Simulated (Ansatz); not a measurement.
Take BP in the zinc blende structure (space group F-43m, No. 216; a = 4.520 Å) as the base. Axes: x, y, z lie along the cube axes.

Levels (all Ansatz, a first-principles code, PAW, earlier PAW set): PBEsol (420 eV, spin-orbit coupling left out); HSE06+SOC (420 eV, with spin-orbit coupling).

Its gap is 1.11 eV with PBEsol and 1.93 eV with HSE06+SOC.

One thing is altered: the cell is compressed by 5.10 % along z with no lateral relaxation; the atoms relax in the strained cell.

With PBEsol the gap becomes 0.25 eV.

Question: If the HSE06+SOC correction stayed the same, what would the HSE06+SOC gap be, and what does the HSE06+SOC run give?

Answer: A rigid correction of +0.82 eV gives 1.07 eV. The HSE06+SOC run gives 1.04 eV, so the two effects roughly add.

Single points use the geometry relaxed with PBEsol. HSE06 gaps are upper bounds (no full band path). Differences between runs with and without spin-orbit coupling are approximate. Whether these cells are dynamically stable was not tested. A zero or small gap of BP under uniaxial strain ε_zz = −5.10 % can be the functional's error rather than a property of the material.
